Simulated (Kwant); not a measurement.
Device: wire with an abrupt hard-wall neck in a Ge (holes) two-dimensional gas. Effective mass 0.06 mₑ, grid spacing 8.3 nm, hard walls, nominal width 200 nm (25 grid rows, so walls 215.8 nm apart), one parabolic valley, scattering region 600 nm long along x; energies count from the band bottom; Fermi energy swept from 7.834e-05 to 0.0011141 eV. Central neck 83 nm wide and 60 nm long.

Constants are typed, rounded textbook-type inputs, not results; the design itself was drawn at random and stands for no fabricated device.

Kwant, effective-mass tight-binding model on a square grid, one spin, coherent transport at 0 K. Conductance is in e²/h.

Sweep values stay those of the base run.

The effective mass was swept, all else fixed.

| effective mass (mₑ) | G (e²/h) at E = 1.114 meV | G (e²/h) at E = 0.5887 meV | mean G (e²/h) over the sweep | G (e²/h) at E = 0.3335 meV |
|---|---|---|---|---|
| 0.036 | 0.093 | 0.013 | 0.024 | 0.0026 |
| 0.048 | 0.30 | 0.030 | 0.067 | 0.0062 |
| 0.06 | 0.75 | 0.059 | 0.16 | 0.011 |
| 0.078 | 0.98 | 0.16 | 0.36 | 0.023 |

From the first row to the last the G at E = 1.114 meV goes from 0.093 to 0.98. From the first row to the last the G at E = 0.5887 meV goes from 0.013 to 0.16.
